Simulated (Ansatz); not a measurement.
Input and output of a relaxation of cell and atoms for NiRh (R-3m, 2 atoms in the cell) (Ansatz, a quantum-chemistry and plane-wave program).

Computed with LDA (PW92), default PAW files made with PBE (plane waves; Ansatz).

The change in words: atoms on their sites; basis.ecutwfc: 30.9 Ry → 61.7 Ry; relax: default → cell and atoms. Reference geometry:
```
NiRh
1.0
    1.31807     0.76099     4.12404
   -1.31807     0.76099     4.12404
    0.00000    -1.52198     4.12404
Ni Rh
1 1
Cartesian
  0.00000   0.00000   0.05000
  0.00000   0.00000   6.18606
```

Reference input (self-consistent single point, DFT, LDA (PW92), plane waves, default PAW files made with PBE): basis.ecutwfc = 30.9 Ry; kpoints.mp_grid.grid = 14 14 14; hamiltonian.xc = lda; hamiltonian.pseudopotentials = {kind: paw} (the program's default PAW files); scf.occupations.method = gaussian; scf.occupations.width = 0.0073 Ry. This run's input differs from it in these lines:

Ansatz 0.2 input:
```diff
@@ -7,6 +7,6 @@
   atoms:
-    - { symbol: Ni, position: [0.00404100, 0.00404100, 0.00404100] }
+    - { symbol: Ni, position: [0.00000000, 0.00000000, 0.00000000] }
     - { symbol: Rh, position: [0.50000000, 0.50000000, 0.50000000] }
 basis:
-  ecutwfc: 30.9 Ry
+  ecutwfc: 61.7 Ry
 kpoints:
@@ -22,2 +22,4 @@
     width: 0.0073 Ry
+relax:
+  cell: {}
 output:
```

The program printed (abridged):

```
   [... SCF lines of the steps left out ...]
relax step   1: F+E_penalty+E_count = -12051.83788070 eV  Δ(F+E_penalty+E_count) = +0.000e0 eV  max|allowed force component| = 9.466e-30 eV/Å  Δτ_max = 0.0000 Å  P = -12.510 GPa  Ω = 24.819 Å³  (6 SCF iters, dr2 threshold 1.00e-7 eV, accepted)
relax step   2: F+E_penalty+E_count = -12051.88775302 eV  Δ(F+E_penalty+E_count) = -4.987e-2 eV  max|allowed force component| = 8.415e-29 eV/Å  Δτ_max = 0.0000 Å  P = +1.476 GPa  Ω = 23.485 Å³  energy of the carried Pulay correction = +3.583e-5 eV  [...]
   [... lines left out ...]
relax step   5: F+E_penalty+E_count = -12051.88854706 eV  Δ(F+E_penalty+E_count) = -8.778e-7 eV  max|allowed force component| = 1.683e-28 eV/Å  Δτ_max = 0.0000 Å  P = +0.000 GPa  Ω = 23.605 Å³  energy of the carried Pulay correction = +3.263e-5 eV  [...]
relax step   6: F+E_penalty+E_count = -12051.88851203 eV  Δ(F+E_penalty+E_count) = +3.504e-5 eV  max|allowed force component| = 1.683e-29 eV/Å  Δτ_max = 0.0000 Å  P = +0.001 GPa  Ω = 23.605 Å³  stress off target by 1.07e-3 GPa  SCF on the basis [...]
basis re-selected at this cell: Δ(F+E_penalty+E_count) = +3.504e-5 eV, ΔP = +0.001 GPa vs the last step
the relaxation is at rest under the 12 symmetry operations that the run kept from its start: a minimum is not shown …
Stability not checked: this state was not tested for a lower state beside it, because too few of the mixer's solves of this state at the end of the SCF gave a …
Free energy (F): -12051.888512 eV
Internal energy: -12051.871210 eV  (E = F + TS)
   [... lines left out ...]
Fermi energy:    21.221132 eV
   [... lines left out ...]
to start a new deck from the relaxed geometry:
  cell:  # Å, volume = 23.6053 Å³
    - [1.2932370426281643, 0.7466505900275857, 4.0743832658018]
    - [-1.2932370426281643, 0.7466505900275857, 4.0743832658018]
    - [1.497333668402865e-33, -1.4933016740345115, 4.074383175277659]
  atoms:
    - { symbol: Ni, position: [-1.6305281021456673e-34, -1.5696459384610763e-34, -1.547361000028846e-34] }
    - { symbol: Rh, position: [0.5, 0.5, 0.5] }
```

The run converged.  The full log also holds: “iter 5 did not close the SCF: its close was put off for the readings that it lacked (scf_convergence_deferred on its scf_iter line)”. The full log also holds: “iter 4 did not close the SCF: its close was put off for the readings that it lacked (scf_convergence_deferred on its scf_iter line)”.

Summary of the result:
```
Quantity                                                                                                               Result
-----------------------------------------------  ----------------------------------------------------------------------------
Free energy E − TS (on the zero of these files)                                                                -12051.8885 eV
Fermi level (on the code's own zero)                                                                                 21.22 eV
Pressure                                                                                                             0.00 GPa
Final cell                                       a = 4.3394 Å, b = 4.3394 Å, c = 4.3394 Å, α = 34.68°, β = 34.68°, γ = 34.68°
Final volume per atom                                                                                                11.80 Å³
Relaxation steps                                                                                                            6
```

The starting cell comes from a database of computed structures (which also holds hypothetical and non-ambient phases and stackings), without a prior relaxation at this level. Its lattice was rescaled by up to half a per cent. Spin polarisation is off. The relaxation keeps the symmetry of its start, so its end need not be a minimum. Ansatz's pressure includes its estimate of the finite-basis (Pulay) stress.

Cost on one core of a shared machine: roughly 2 min.
